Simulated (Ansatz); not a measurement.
Take CdS in the zinc blende structure (space group F-43m, No. 216) as the base.

```
CELL_PARAMETERS angstrom
      0.00000     2.91212     2.91212
      2.91212     0.00000     2.91212
      2.91212     2.91212     0.00000
ATOMIC_POSITIONS crystal
  Cd 0.00000 0.00000 0.00000
  S  0.25000 0.25000 0.25000
```

Level of theory: PBEsol (Ansatz, a program for electronic structure, PAW, no spin-orbit coupling).

Strains are applied to the cell and any free atomic positions relax.

One change was made to it. Results:

```json
[
 {"quantity": "energy relative to the base (free energy F)", "base": "0 meV/atom", "after": "+4.1 meV/atom"},
 {"quantity": "hole mass (degenerate bands, along [100])", "base": "0.12, 0.75, 0.75 mₑ (at Γ)", "after": "0.11, 0.78, 0.78 mₑ (at Γ)"},
 {"quantity": "band gap", "base": "1.01 eV", "after": "0.95 eV"}
]
```

### Question
Which of these changes matches the shifts?
A) isotropic strain −3.00 %
B) isotropic strain +1.00 %
C) isotropic strain +0.50 %
D) isotropic strain −0.50 %
E) isotropic strain −2.50 %

### Answer
B, isotropic strain +1.00 %. For comparison, the energy relative to the base in the other runs: isotropic strain +0.50 % gives +1.0 meV/atom; isotropic strain −2.50 % gives +29 meV/atom; isotropic strain −3.00 % gives +43 meV/atom; isotropic strain −0.50 % gives +1.1 meV/atom.

Effective masses come from finite differences of ±0.01 Å⁻¹. Whether these cells are dynamically stable was not tested.
